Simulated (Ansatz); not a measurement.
RbBr in the zinc blende structure (space group F-43m, No. 216; a hypothetical phase, not in the database extracts checked)

```
CELL_PARAMETERS angstrom
      0.00000     3.81998     3.81998
      3.81998     0.00000     3.81998
      3.81998     3.81998     0.00000
ATOMIC_POSITIONS crystal
  Br 0.75000 0.75000 0.75000
  Rb 0.00000 0.00000 0.00000
```

Level of theory: PBEsol (Ansatz, a program for electronic structure, PAW, scalar-relativistic without spin-orbit coupling). Settings: 8×8×8 k-points, 0.05 eV Fermi–Dirac smearing.

| Item | Result |
|---|---|
| Volume per atom | 55.74 Å³ |
| Density | 2.46 g/cm³ |
| Band gap | 4.16 eV, indirect, X → Γ |
| Electron mass | 0.49 mₑ |
| Lowest conduction-band minima above the VBM | Γ 4.16 eV |
| Total energy | -2978.362 eV/atom (σ→0; compares only within this code and set-up) |

Effective masses come from finite differences of ±0.01 Å⁻¹. Gaps are read on the SCF mesh and a high-symmetry path. Whether these cells are dynamically stable was not tested.
